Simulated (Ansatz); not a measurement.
**Na under a change: tensor shear ε_xy = +1.43 %**

Consider Na in the bcc (W type) structure (space group Im-3m, No. 229; a = 4.1735 Å; relaxed with 0.1 eV smearing). Axes: x, y, z lie along the cube axes.

Modification: tensor shear ε_xy = +1.43 % (engineering shear γ = 0.0286); the atoms relax in the strained cell.

Method: PBEsol, PAW, 420 eV (Ansatz, a first-principles code; spin-orbit coupling left out). k-mesh 22×22×22 (Γ-centred); smearing 0.1 eV (Fermi–Dirac).

```tsv
quantity	base	changed	shift
space group	Im-3m (No. 229)	Fmmm (No. 69)	–
shortest interatomic distance	3.614 Å	3.580 Å	-0.034 Å
energy relative to the base (free energy F)	0 meV/atom	+0.6 meV/atom	+0.6 meV/atom
pressure (mean of the normal stresses, compression positive)	0.0 GPa	0.0 GPa	0.0 GPa
band gap	zero	zero	–
stress (xx, yy, zz, yz, xz, xy; compression positive)	–	(0.0, 0.0, 0.0, 0.0, 0.0, -0.2) GPa	–
```

Final structure:

```
CELL_PARAMETERS angstrom
     -2.05689     2.05689     2.08673
      2.05689    -2.05689     2.08673
      2.11658     2.11658    -2.08673
ATOMIC_POSITIONS crystal
  Na 0.00000 0.00000 0.00000
```

Whether these cells are dynamically stable was not tested.
